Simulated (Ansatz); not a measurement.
The parent structure is CsPbBr3 (space group R3m, No. 160; a = 8.474 Å, c = 10.462 Å (hexagonal axes); a hypothetical phase, not in the database extracts checked). Axes: x lies along a and z along c of the hexagonal cell.

Level of theory: Ansatz (an electronic-structure program), PBE, PAW, cutoff 420 eV, without spin-orbit coupling.

Perturbation: the cell is stretched by 1.81 % along z with no lateral relaxation, atoms relaxed at fixed cell.

**Question.** Predict the stress tensor and what it implies for the stiffness.

**Answer.** Stress of the strained cell less that of the base (GPa, compression positive):
```
  -0.24    0.00    0.00
   0.00   -0.24    0.00
   0.00    0.00   -0.33
```

Then −Δσ_ii/ε with ε = 0.0181 gives secant stiffness values (nonlinear terms included at this strain): C33 ≈ 18 GPa.

No phonon test of stability was made.
